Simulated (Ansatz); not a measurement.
We consider CaC6 (R-3m, No. 166, 7 atoms in the cell), described by r²SCAN+rVV10 (PAW; Ansatz, a quantum-chemistry and plane-wave program).

Numerical settings: plane-wave cutoff 560 eV, 16×16×16 k mesh, Fermi–Dirac smearing 0.05 eV, scalar-relativistic PAW data made under PBE.

Energies at three volumes about the minimum:

```tsv
V (Å³/atom)	E − E_lowest (meV/atom)
10.063	1.64
10.269	0.00
10.474	1.48
```

### Question
Fit a parabola by hand: where is the minimum, and what is the bulk modulus?

### Answer
Slopes: (0.00 − 1.64)/(10.269 − 10.063) = -7.961 and (1.48 − 0.00)/(10.474 − 10.269) = 7.220 meV/Å³. Curvature E″ = 2 × (7.220 − (-7.961))/(10.474 − 10.063) = 73.873 meV/Å⁶. From the middle of the first interval, the slope vanishes at V0 = 10.1660 − (-7.961)/73.873 = 10.274 Å³/atom. B = V0 E″ = 10.274 × 73.873 meV/Å³ × 0.1602 GPa per meV/Å³ = 122 GPa. The full Birch–Murnaghan fit to all volumes gives V0 = 10.268 Å³/atom and B0 = 122 GPa.

Shape and atoms are relaxed at each volume.

Note: the relaxation could not lower the start's symmetry, so the cell can be a saddle point above a distorted one; the bulk modulus comes from volumes at which shape and atoms were relaxed.
